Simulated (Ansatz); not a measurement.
The parent structure is Cu2O (space group Pn-3m, No. 224; a = 4.2984 Å).

(Cell as relaxed with PBE.)

Levels (all Ansatz, a program for electronic structure, PAW): PBE (420 eV, no spin-orbit coupling); r2SCAN (500 eV, no spin-orbit coupling).

Each level relaxes its own structure.

```csv
base,PBE,r2SCAN
volume per atom,13.24 Å³,12.76 Å³
lattice parameter a,4.298 Å,4.246 Å
band gap,0.48 eV,0.79 eV
```

One thing is altered: a hydrostatic pressure of 15 GPa.

```tsv
quantity	PBE	r2SCAN
band gap	0.72 eV	1.04 eV
lattice parameter a	4.151 Å	4.114 Å
electron mass	0.98 mₑ (at Γ)	0.98 mₑ (at Γ)
```

PBE's band gap lies 0.313 eV below r2SCAN's; PBE's lattice parameter a lies 0.037 Å above r2SCAN's (0.9 %); the two agree on the electron mass. Neither level is exact; r2SCAN is the comparison here, not a measurement.

Load acts through the strain it causes; cell and atoms are relaxed under it. Effective masses come from finite differences of ±0.01 Å⁻¹. Stability against distortions was not tested. Competing high-pressure phases were not computed. No Hubbard U is applied. All final runs are without spin polarisation.
